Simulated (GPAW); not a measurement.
# Worked example: self-consistent single point of BaMg6W (P4/mmm, 8 atoms in the cell) in GPAW

Level of theory: LDA (Perdew-Wang 92), GPAW PAW datasets LDA (gpaw-data 1.0.1) (plane waves; GPAW).

This input was run:

```python
from ase import Atoms
from ase.units import GPa
from gpaw import GPAW, PW, FermiDirac

atoms = Atoms(['Ba', 'Mg', 'Mg', 'Mg', 'Mg', 'Mg', 'Mg', 'W'],
              cell=[[6.662901, 0.000000, 0.000000],
                    [0.000000, 6.662901, 0.000000],
                    [0.000000, 0.000000, 4.352401]],
              scaled_positions=[[0.000000, 0.000000, 0.500000],
                                [0.000000, 0.500000, 0.500000],
                                [0.500000, 0.000000, 0.500000],
                                [0.711380, 0.288620, 0.000000],
                                [0.288620, 0.711380, 0.000000],
                                [0.711380, 0.711380, 0.000000],
                                [0.288620, 0.288620, 0.000000],
                                [0.500000, 0.500000, 0.500000]],
              pbc=True)

calc = GPAW(mode=PW(800),
            xc='LDA',
            kpts=(3, 3, 5),
            occupations=FermiDirac(0.1),
            nbands=-12,
            symmetry={'symmorphic': False, 'tolerance': 0.0005},
            maxiter=120)

atoms.calc = calc

energy = atoms.get_potential_energy()
print('Energy (eV):', round(energy, 6))
forces = atoms.get_forces()
print('Forces (eV/Ang):')
print(forces.round(5))
stress = atoms.get_stress()
print('Stress (GPa, Voigt):', (stress / GPa).round(4))
```

Output, abridged:

```
Input parameters:
  kpts: [3 3 5]
  maxiter: 120
  mode: {ecut: 800.0,
         name: pw}
  nbands: -12
  occupations: {fixmagmom: False,
                name: fermi-dirac,
                width: 0.1}
  symmetry: {symmorphic: False,
             tolerance: 0.0005}

species:
  Ba:
    name: Barium
    Z: 56.0
    valence: 10
    core: 46
    charge: 0.0
    file: Ba.LDA.gz

    # Using partial waves for Ba as LCAO basis

  Mg:
    name: Magnesium
    Z: 12.0
    valence: 10
    core: 2
    charge: 0.0
    file: Mg.LDA.gz

    # Using partial waves for Mg as LCAO basis

  W:
    name: Tungsten
    Z: 74.0
    valence: 14
    core: 60
    charge: 0.0
    file: W.LDA.gz

    # Using partial waves for W as LCAO basis

Reference energy: -692187.259867  # eV

Spin-paired calculation

Convergence criteria:
 Maximum [total energy] change in last 3 cyles: 0.0005 eV / valence electron
 Maximum integral of absolute [dens]ity change: 0.0001 electrons / valence electron
 Maximum integral of absolute [eigenst]ate change: 4e-08 eV^2 / valence electron
 Maximum number of scf [iter]ations: 120

Symmetries present (total): 16
Symmetries with fractional translations: 0
45 k-points: 3 x 3 x 5 Monkhorst-Pack grid
9 k-points in the irreducible part of the Brillouin zone
       k-points in crystal coordinates                weights
   0:     0.00000000    0.00000000    0.00000000          1/45
   1:     0.00000000    0.00000000    0.20000000          2/45
   2:     0.00000000    0.00000000    0.40000000          2/45
   3:     0.33333333    0.00000000    0.00000000          4/45
   4:     0.33333333    0.00000000    0.20000000          8/45
   5:     0.33333333    0.00000000    0.40000000          8/45
   6:     0.33333333    0.33333333    0.00000000          4/45
   7:     0.33333333    0.33333333    0.20000000          8/45
   8:     0.33333333    0.33333333    0.40000000          8/45

Wave functions: Plane wave expansion
  Cutoff energy: 800.000 eV
  Number of coefficients (min, max): 9868, 9956
  Pulay-stress correction: 0.000000 eV/Ang^3 (de/decut=0.000000)

Occupation numbers: Fermi-Dirac:
  width: 0.1000  # eV

Eigensolver

Densities:
  Coarse grid: 45*45*30 grid
  Fine grid: 90*90*60 grid
  Total Charge: 0.000000

Density mixing:
  Method: separate
  Backend: pulay
  Linear mixing parameter: 0.05
  old densities: 5
  Damping of long wavelength oscillations: 50

Hamiltonian:
  XC and Coulomb potentials evaluated on a 90*90*60 grid
  External potential:
    NoExternalPotential

Number of atoms: 8
Number of atomic orbitals: 66
Number of bands in calculation: 54
Number of valence electrons: 84
Bands to converge: occupied

Density initialized from atomic densities
  54 bands from LCAO basis set

Atomic positions and initial magnetic moments

Positions:
   0 Ba     0.000000    0.000000    2.176201    ( 0.0000,  0.0000,  0.0000)
   1 Mg     0.000000    3.331450    2.176201    ( 0.0000,  0.0000,  0.0000)
   2 Mg     3.331450    0.000000    2.176201    ( 0.0000,  0.0000,  0.0000)
   3 Mg     4.739855    1.923046    0.000000    ( 0.0000,  0.0000,  0.0000)
   4 Mg     1.923046    4.739855    0.000000    ( 0.0000,  0.0000,  0.0000)
   5 Mg     4.739855    4.739855    0.000000    ( 0.0000,  0.0000,  0.0000)
   6 Mg     1.923046    1.923046    0.000000    ( 0.0000,  0.0000,  0.0000)
   7 W      3.331450    3.331450    2.176201    ( 0.0000,  0.0000,  0.0000)

Unit cell:
           periodic     x           y           z      points  spacing
  1. axis:    yes    6.662901    0.000000    0.000000    45     0.1481
  2. axis:    yes    0.000000    6.662901    0.000000    45     0.1481
  3. axis:    yes    0.000000    0.000000    4.352401    30     0.1451

  Lengths:   6.662901   6.662901   4.352401
  Angles:   90.000000  90.000000  90.000000

Effective grid spacing dv^(1/3) = 0.1471

     iter     time        total  log10-change:
                         energy   eigst   dens
iter:   1 --:--:--   -24.137652
iter:   2 --:--:--   -23.988288   -0.53  -1.36
iter:   3 --:--:--   -23.846402   -1.41  -1.43
iter:   4 --:--:--   -23.518611   -1.69  -1.49
iter:   5 --:--:--   -23.552256   -2.24  -1.90
iter:   6 --:--:--   -23.514035c  -2.60  -2.13
iter:   7 --:--:--   -23.515023c  -3.35  -2.19
iter:   8 --:--:--   -23.531292c  -2.79  -2.43
iter:   9 --:--:--   -23.508306c  -3.07  -2.38
iter:  10 --:--:--   -23.508372c  -4.15  -3.13
iter:  11 --:--:--   -23.507992c  -4.68  -3.16
iter:  12 --:--:--   -23.507628c  -4.87  -3.27
iter:  13 --:--:--   -23.507869c  -5.09  -3.77
iter:  14 --:--:--   -23.507803c  -6.03  -3.59
iter:  15 --:--:--   -23.507749c  -5.83  -3.85
iter:  16 --:--:--   -23.507732c  -7.13  -4.17c
iter:  17 --:--:--   -23.507741c  -6.87  -4.21c
iter:  18 --:--:--   -23.507749c  -7.29  -4.33c
iter:  19 --:--:--   -23.507733c  -7.41c -4.47c

Converged after 19 iterations.

Dipole moment: (0.000000, -0.000000, 0.000000) |e|*Ang

Energy contributions relative to reference atoms: (reference = -692187.259867)

Kinetic:        -18.524566
Potential:      +28.896551
External:        +0.000000
XC:             -33.150626
Entropy (-ST):   -0.193966
Local:           -0.632108
SIC:             +0.000000
--------------------------
Free energy:    -23.604716
Extrapolated:   -23.507733

Showing only first 2 kpts
 Kpt  Band  Eigenvalues  Occupancy
  0    40      4.60485    1.86079
  0    41      5.52108    0.00280
  0    42      5.82252    0.00014
  0    43      5.82252    0.00014

  1    40      4.53839    1.92588
  1    41      5.38552    0.01082
  1    42      5.39409    0.00994
  1    43      5.39409    0.00994

Fermi level: 4.86413

No gap
No difference between direct/indirect transitions
Energy (eV): -23.507733

Forces in eV/Ang:
  0 Ba    0.00000    0.00000    0.00000
  1 Mg    0.00000    0.00000    0.00000
  2 Mg    0.00000    0.00000    0.00000
  3 Mg   -0.05478    0.05478    0.00000
  4 Mg    0.05478   -0.05478    0.00000
  5 Mg   -0.05478   -0.05478    0.00000
  6 Mg    0.05478    0.05478    0.00000
  7 W     0.00000   -0.00000    0.00000

Stress tensor:
     0.014222     0.000000     0.000000
     0.000000     0.014222     0.000000
     0.000000     0.000000     0.020555
Stress (GPa, Voigt): [2.2786 2.2786 3.2932 0.     0.     0.    ]
```

The run converged in 19 iterations. GPAW prints stress with tension positive.

The starting cell comes from a database of computed structures (which also holds hypothetical and non-ambient phases and stackings), without a prior relaxation at this level. Its lattice was rescaled by a random factor within 2.5 % of one. Spin-orbit coupling is off. Spin polarisation is off.

Cost on one core of a shared machine: roughly 70 s.
